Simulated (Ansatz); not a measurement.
An Ansatz (an electronic-structure program) input (Kohn–Sham DFT with the PBEsol functional, run in Ansatz with PAW and 420 eV plane waves, no spin-orbit coupling):

Ansatz 0.2 input:
```yaml
crystal:
  lattice:
    - [5.2388100266, 0, 0]
    - [0, 5.2388100266, 0]
    - [0, 0, 5.2388100266]
  atoms:
    - { symbol: Ta, position: [0.25, 0, 0.5] }
    - { symbol: Ta, position: [0.75, 0, 0.5] }
    - { symbol: Ta, position: [0.5, 0.75, 0] }
    - { symbol: Ta, position: [0.5, 0.25, 0] }
    - { symbol: Ta, position: [0, 0.5, 0.75] }
    - { symbol: Ta, position: [0, 0.5, 0.25] }
    - { symbol: Sb, position: [0, 0, 0] }
    - { symbol: Sb, position: [0.5, 0.5, 0.5] }
basis: { ecutwfc: 420, ecutrho_ratio: 4, xc_grid: 2, fft_grid_basis: typed }
kpoints: { mp_grid: { grid: [9, 9, 9] } }
hamiltonian:
  xc: pbesol
  dispersion: none
  pseudopotentials: { kind: paw }
scf: { occupations: { method: fermi_dirac, width: 0.05 }, convergence: { dr2_threshold: 0.0000000008 } }
output: { forces: true, stress: true }
```

Q: Which symmetry and how many k-points will the program report, and about how many plane waves at Γ?

A: Space group Pm-3n (ITA 223) with 48 operations, k-points 35 of 729, and 2801 plane waves at Γ.

Whether these cells are dynamically stable was not tested. The final runs are not spin-polarised. The cell is Ta$_{3}$Sb in the A15 (Cr3Si type) structure (space group Pm-3n, No. 223).
